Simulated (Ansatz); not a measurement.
# ZnSe, carrier doping

The reference is ZnSe in the zinc blende structure (space group F-43m, No. 216; a = 5.733 Å).

Carriers are added at fixed cell with a uniform background; the Fermi–Dirac width is that of 300 K.

All numbers come from PBE in Ansatz (plane waves to 420 eV, PAW, no spin-orbit coupling), earlier PAW set.

Notes on the quantities. Fermi level from band edge: Fermi level relative to the doped band's edge (positive inside the band; to 0.05 eV).

```tsv
change	Fermi level from band edge	gap between the host's bands
undoped	–	1.15 eV
electrons 1.0×10^21 cm⁻³	+1.35 eV	1.13 eV
electrons 2.0×10^21 cm⁻³	+1.55 eV	1.11 eV
electrons 5.0×10^21 cm⁻³	[?]	[?]
electrons 1.0×10^22 cm⁻³	+2.20 eV	0.99 eV
holes 1.0×10^21 cm⁻³	+0.15 eV	1.18 eV
holes 2.0×10^21 cm⁻³	+0.25 eV	1.20 eV
holes 5.0×10^21 cm⁻³	+0.45 eV	1.29 eV
holes 1.0×10^22 cm⁻³	+0.65 eV	1.42 eV
```

Question: Some entries are withheld; estimate them.

Answer: 
- electrons 5.0×10^21 cm⁻³, Fermi level from band edge: +1.85 eV
- electrons 5.0×10^21 cm⁻³, gap between the host's bands: 1.07 eV

Charged cell with a jellium background: band edges are those of the host's band count, energies are not comparable with the neutral cell, and many-body gap narrowing is missing. No phonon test of stability was made.

Ansatz is a first-principles code.
